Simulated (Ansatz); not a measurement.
The parent structure is BAs in the zinc blende structure (space group F-43m, No. 216; a = 4.768 Å).

One thing is altered: P takes the place of As on all its sites, then cell and atoms are relaxed.

Levels (all Ansatz, a first-principles code, PAW, earlier PAW set): PBEsol (420 eV, no SOC); r2SCAN (500 eV, without spin-orbit coupling); HSE06 (420 eV, scalar-relativistic without spin-orbit coupling); PBEsol+SOC (420 eV, with spin-orbit coupling); HSE06+SOC (420 eV, with spin-orbit coupling).

One geometry, relaxed with PBEsol, under each level:

Notes on the quantities. hole mass: degenerate bands, along [100].

The valence-band top lists the three highest levels at Γ (Kramers pairs under SOC), from the VBM.

```json
[
 {"level": "PBEsol", "band gap": "1.11 eV", "lowest conduction level above the VBM at special points": "X 1.21 eV; K 2.02 eV; U 2.02 eV; Γ 3.38 eV", "valence-band top at Γ": "0.00, 0.00, 0.00 eV", "electron mass": "1.3 mₑ along k, 0.22 mₑ across (off the special points)", "hole mass": "0.25, 0.25, 0.34 mₑ (at Γ)", "pressure": "-0.1 kbar"},
 {"level": "r2SCAN", "band gap": "1.39 eV", "lowest conduction level above the VBM at special points": "X 1.48 eV; K 2.36 eV; U 2.36 eV; Γ 3.61 eV", "valence-band top at Γ": "–", "electron mass": "1.3 mₑ along k, 0.22 mₑ across (off the special points)", "hole mass": "0.24, 0.24, 0.32 mₑ (at Γ)", "pressure": "18.5 kbar"},
 {"level": "HSE06", "band gap": "1.94 eV", "lowest conduction level above the VBM at special points": "X 2.04 eV; K 2.92 eV; U 2.92 eV; Γ 4.36 eV", "valence-band top at Γ": "–", "electron mass": "–", "hole mass": "–", "pressure": "–"},
 {"level": "PBEsol+SOC", "band gap": "1.10 eV", "lowest conduction level above the VBM at special points": "X 1.19 eV; K 2.01 eV; U 2.01 eV; Γ 3.34 eV", "valence-band top at Γ": "0.00, 0.00, -0.04 eV", "electron mass": "1.3 mₑ along k, 0.22 mₑ across (off the special points)", "hole mass": "0.25, 0.31 mₑ (at Γ)", "pressure": "-0.1 kbar"},
 {"level": "HSE06+SOC", "band gap": "1.93 eV", "lowest conduction level above the VBM at special points": "X 2.02 eV; K 2.90 eV; U 2.90 eV; Γ 4.31 eV", "valence-band top at Γ": "0.00, 0.00, -0.05 eV", "electron mass": "–", "hole mass": "–", "pressure": "–"}
]
```

Single points use the geometry relaxed with PBEsol. Their cutoffs differ, which shifts pressures a little. HSE06 gaps are upper bounds (no full band path). Differences between runs with and without spin-orbit coupling are approximate. Masses are band curvatures over ±0.01 Å⁻¹ around the edge. Along k means along the line from Γ to the band edge. Stability against distortions was not tested.
